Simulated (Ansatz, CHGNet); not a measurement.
For stishovite (SiO2), the machine-learned potential CHGNet 0.3.0 (trained on PBE and PBE+U data) gives:

* **equilibrium lattice constant a**: 4.228 Å
* **c axis length**: 2.697 Å

Q: What does r²SCAN+rVV10 (Ansatz, a quantum-chemistry and plane-wave program, PAW) give for the same quantities?

A: 
- lattice constant a: 4.176 Å (shrinks by 1.2 %)
- lattice parameter c: 2.668 Å (decreases by 1.1 %)

For comparison: lattice constant a 4.179 Å (measured, room temperature, not corrected to a static lattice; as tabulated in Hiroi (2015), arXiv:1503.02262); lattice parameter c 2.665 Å (measured, room temperature, not corrected to a static lattice; as tabulated in Hiroi (2015), arXiv:1503.02262).

Changes are worked out from the printed values.

Unless a cell is named, each level is at its own relaxed cell (CHGNet 0.3.0 8.04, r²SCAN+rVV10 7.75 Å³/atom).

Ansatz's density-functional and Hartree–Fock values are scalar-relativistic unless marked +SOC, with PAW data made under PBE.
